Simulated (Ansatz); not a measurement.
End structure of C on the 1x1 (111) surface of fcc Ag, one in a 2x2 cell, started at the site 'bridge Ag-Ag (span 2.9 Å)':

```xyz
17
Lattice="5.8668 0.0000 0.0000 -2.9334 5.0808 0.0000 0.0000 0.0000 26.5000" Properties=species:S:1:pos:R:3 pbc="T T T"
Ag     0.0000     1.6936     9.6916
Ag    -1.4667     4.2340     9.6916
Ag     2.9334     1.6936     9.6916
Ag     1.4667     4.2340     9.6916
Ag     1.4667     0.8468    12.0709
Ag     0.0000     3.3872    12.0709
Ag     4.4001     0.8468    12.0709
Ag     2.9334     3.3872    12.0709
Ag    -0.0093    -0.0054    14.4334
Ag    -1.4737     2.5363    14.4491
Ag     2.9291    -0.0045    14.4358
Ag     1.4606     2.5389    14.4358
Ag    -0.0584     1.7172    16.8270
Ag    -1.4754     4.1715    16.8270
Ag     2.9749     1.7176    16.8281
Ag     1.4572     4.2285    16.8449
C      1.4585     0.8421    17.8849
```

Set-up: 17 atoms, 7.1 Å thick at the start under the adsorbate (thin: gaps and levels are the slab's own); mesh 6x6x1; 0.1 eV smearing; dipole correction on; 8 atoms held, the rest relaxed; start symmetry kept, larger cells not searched; spin-polarised, no spin-orbit, no U, no dispersion correction. The starting moment vanished. At the end it is bonded to 3 Ag. In PBE it is, or lies within 0.03 eV of, the lowest of the starts that converged.

A negative adsorption energy means that the adsorbate is more stable on the surface than in its reference.

### Question
Give the change of the work function at the level PBE (Ansatz, a quantum-chemistry and plane-wave program).

### Answer
0.89 eV

### Question
Give the work function of the top face at the level PBE.

### Answer
5.33 eV

### Question
Give the change of the step from the bottom to the top vacuum level, against the clean slab at the level PBE.

### Answer
0.88 eV

### Question
Estimate the adsorption energy against an atom of graphite that PBE returns for this input.

### Answer
4.38 eV
